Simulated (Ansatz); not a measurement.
## Relaxation of cell and atoms of TlPbF₃ (Pm-3m, 5 atoms in the cell) at several settings

```yaml
crystal:
  lattice:
    - [4.56389, 0.00000, 0.00000]
    - [0.00000, 4.56389, 0.00000]
    - [0.00000, 0.00000, 4.56389]
  atoms:
    - { symbol: Tl, position: [0.00000, 0.00000, 0.00000] }
    - { symbol: Pb, position: [0.50000, 0.50000, 0.50000] }
    - { symbol: F, position: [0.00000, 0.50000, 0.50000] }
    - { symbol: F, position: [0.50000, 0.50000, 0.00000] }
    - { symbol: F, position: [0.50000, 0.00000, 0.50000] }
```

Base: PBEsol, default PAW files made with PBE (Ansatz, a quantum-chemistry and plane-wave program). Its settings: basis.ecutwfc = 420 eV; kpoints.mp_grid.grid = 7 7 7; hamiltonian.xc = pbesol; hamiltonian.pseudopotentials = {kind: paw} (the program's default PAW files); scf.occupations.method = cold; scf.occupations.width = 0.2 eV. Starting volume 19.01 Å³ per atom.

Each line gives the change from the base single point and the result:

- relax: default → cell and atoms: pressure 0.03 GPa; final cell a = 4.7596 Å, b = 4.7596 Å, c = 4.7596 Å, α = 90.00°, β = 90.00°, γ = 90.00°; final volume per atom 21.56 Å³; relaxation steps 8; free energy against the base single point -54.9 meV/atom.
- hamiltonian.dispersion: default → d3bj; relax: default → cell and atoms [DFT, PBEsol-D3BJ, plane waves, default PAW files made with PBE]: pressure 0.03 GPa; final cell a = b = c = 4.7268 Å, α = β = γ = 90.00°; final volume per atom 21.12 Å³; relaxation steps 9.
- hamiltonian.xc: pbesol → pbe; relax: default → cell and atoms [DFT, PBE, plane waves, default PAW files]: pressure 0.00 GPa; final cell a = b = c = 4.8542 Å, α = β = γ = 90.00°; final volume per atom 22.88 Å³; relaxation steps 8.

The starting cell was generated: these elements placed on a structure prototype, without a prior relaxation; it need not be a known phase or ordering of this composition. Ansatz's pressure includes its estimate of the finite-basis (Pulay) stress. A gap is left out here, as mesh or smearing make it unsure.

Keys are those of Ansatz 0.2.
